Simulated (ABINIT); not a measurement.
Worked example: self-consistent single point of Ta3N (P1, 4 atoms in the cell) in ABINIT.

Method: PBEsol, norm-conserving pseudopotentials (PseudoDojo nc-sr-04 PBEsol standard) (plane waves; ABINIT).

The change in words: lattice scaled by 0.98. Reference geometry:
```
CELL_PARAMETERS angstrom
      3.03222     0.00000     0.00000
     -1.51611     2.62598     0.00000
      0.00000     0.00000     7.52414
ATOMIC_POSITIONS crystal
  Ta 0.02740 0.99407 0.49389
  Ta 0.33016 0.67042 0.16700
  Ta 0.65330 0.31095 0.83413
  N  0.98914 0.02456 0.00498
```

Reference input (self-consistent single point, DFT, PBEsol, plane waves, norm-conserving pseudopotentials (PseudoDojo nc-sr-04 PBEsol standard)): pseudos = [Ta.upf, N.upf]; ecut = 1143 eV; ixc = -116133; occopt = 3; tsmear = 0.00367493 Ha; ngkpt = 8 8 3; nshiftk = 1; shiftk = 0 0 0; potentials = PseudoDojo nc-sr-04 PBEsol standard; nband = 29; kptopt = 1; nstep = 60. This run's input differs from it in these lines:

```diff
@@ -5,5 +5,5 @@
 rprim
-         3.0322200000    0.0000000000    0.0000000000
-        -1.5161100000    2.6259800000    0.0000000000
-         0.0000000000    0.0000000000    7.5241400000
+         2.9715760000    0.0000000000    0.0000000000
+        -1.4857880000    2.5734600000    0.0000000000
+         0.0000000000    0.0000000000    7.3736570000
 natom 4
@@ -13,6 +13,6 @@
 xcart
-        -1.4240351236    2.6104105646    3.7161125529
-        -0.0153096788    1.7604990077    1.2565088076
-         1.5094982443    0.8165616109    6.2761033741
-         2.9620680742    0.0644861909    0.0374852655
+        -1.3955546090    2.5582019557    3.6417902030
+        -0.0150034872    1.7252887594    1.2313785980
+         1.4793084785    0.8002302543    6.1505811398
+         2.9028271035    0.0631964572    0.0367355592
       Angstrom
```

The program printed (abridged):

```
--- !BeginCycle
solver: {iscf: 7, nstep: 60, nline: 4, wfoptalg: 0, }
tolerances: {tolvrs: 1.00E-11, }
...

     iter   Etot(hartree)      deltaE(h)  residm     vres2
 ETOT  1  -205.42861443832    -2.054E+02 1.417E-01 9.353E+02
 ETOT  2  -205.40492017487     2.369E-02 2.515E-02 1.805E+03
 ETOT  3  -205.65124290129    -2.463E-01 1.718E-02 5.046E+01
 ETOT  4  -205.65292096346    -1.678E-03 4.781E-03 7.831E+01
 ETOT  5  -205.65496136256    -2.040E-03 2.894E-03 5.414E-01
   [... 3 lines left out ...]
 ETOT  9  -205.65497843499    -3.369E-09 1.144E-03 1.269E-06
 ETOT 10  -205.65497843508    -8.853E-11 1.063E-03 4.996E-08
 ETOT 11  -205.65497843509    -2.785E-12 8.947E-04 1.136E-09
 ETOT 12  -205.65497843508     1.393E-12 1.072E-03 8.029E-12
 At SCF step   12       vres2   =  8.03E-12 < tolvrs=  1.00E-11 =>converged.

 Cartesian components of stress tensor (hartree/bohr^3)
  sigma(1 1)= -4.31950956E-04  sigma(3 2)=  4.17250412E-05
  sigma(2 2)= -4.00614768E-04  sigma(3 1)= -3.46500535E-05
  sigma(3 3)= -3.79599671E-04  sigma(2 1)=  4.39920627E-06

 ----iterations are completed or convergence reached----

 reduced coordinates (array xred) for    4 atoms
       0.027400999998      0.994071000016      0.493891999994
       0.330159000016      0.670416000016      0.166996999996
       0.653296999989      0.310955000000      0.834129000006
       0.989143000012      0.024556999992      0.004982000004
 cartesian forces (eV/Angstrom) at end:
    1     -0.12497294706673     0.04017931483717     0.80957603127273
   [... lines left out ...]
 Fermi (or HOMO) energy (eV) =  14.78851   Average Vxc (eV)= -13.61535
   [... lines left out ...]
total_energy        : -2.05654978435085E+02
total_energy_eV     : -5.59615656091711E+03
band_energy         : -1.77417533390040E+01
...

-Cartesian components of stress tensor (GPa)         [Pressure=  1.1888E+01 GPa]
- sigma(1 1)= -1.27084337E+01  sigma(3 2)=  1.22759289E+00
- sigma(2 2)= -1.17864914E+01  sigma(3 1)= -1.01943960E+00
- sigma(3 3)= -1.11682060E+01  sigma(2 1)=  1.29429095E-01

 Calculation completed.
```

The run converged in 12 iterations. Against the reference run the free energy goes up by 17.5 meV/atom, the pressure goes from -4.70 to 11.89 GPa and the largest force goes from 1.626 to 2.001 eV/Å.

The starting cell comes from a database of computed structures (which also holds hypothetical and non-ambient phases and stackings), without a prior relaxation at this level. Its atoms were displaced at random from the sites of space group no. 164. For this run, on top of that: lattice scaled by 0.98. Spin polarisation is off. With a pressure of about 12 GPa the cell is away from its equilibrium volume at this level. Forces in this geometry exceed 1 eV/Å.

Cost on one core of a shared machine: roughly 8 min.
